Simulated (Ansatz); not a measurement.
## Pressure series in hypothetical P-6m2 GaN

Base system: GaN (space group P-6m2, No. 187; a hypothetical phase, not in the database extracts checked).

```
GaN
1.0
    2.97984     0.00000     0.00000
   -1.48992     2.58061     0.00000
    0.00000     0.00000     2.68454
Ga N
1 1
Direct
  0.00000   0.00000   0.00000
  0.33333   0.66667   0.50000
```

Cell and atoms are relaxed at each pressure.

Levels (all Ansatz, a first-principles code, PAW): PBE (420 eV, no SOC); PBEsol (420 eV, without spin-orbit coupling).

The base cell above is that of PBE; each level relaxes its own structures.

```json
[
 {"case": "pressure −2 GPa", "volume per atom, PBE": "10.45 Å³", "volume per atom, PBEsol": "10.04 Å³"},
 {"case": "pressure −1 GPa", "volume per atom, PBE": "10.38 Å³", "volume per atom, PBEsol": "9.99 Å³"},
 {"case": "pressure 0.3 GPa", "volume per atom, PBE": "10.30 Å³", "volume per atom, PBEsol": "9.92 Å³"},
 {"case": "pressure 0.7 GPa", "volume per atom, PBE": "10.28 Å³", "volume per atom, PBEsol": "9.90 Å³"},
 {"case": "pressure 1.5 GPa", "volume per atom, PBE": "10.23 Å³", "volume per atom, PBEsol": "9.86 Å³"},
 {"case": "pressure 3 GPa", "volume per atom, PBE": "10.15 Å³", "volume per atom, PBEsol": "9.79 Å³"},
 {"case": "pressure 5 GPa", "volume per atom, PBE": "10.04 Å³", "volume per atom, PBEsol": "9.69 Å³"},
 {"case": "pressure 7.5 GPa", "volume per atom, PBE": "9.91 Å³", "volume per atom, PBEsol": "9.58 Å³"},
 {"case": "pressure 10 GPa", "volume per atom, PBE": "9.80 Å³", "volume per atom, PBEsol": "9.48 Å³"}
]
```

PBE lies above PBEsol in every row, by 0.31 Å³ to 0.40 Å³. They put the cases in the same order.

Load acts through the strain it causes; cell and atoms are relaxed under it. Whether these cells are dynamically stable was not tested. No other phases were tried under pressure. All final runs are without spin polarisation.
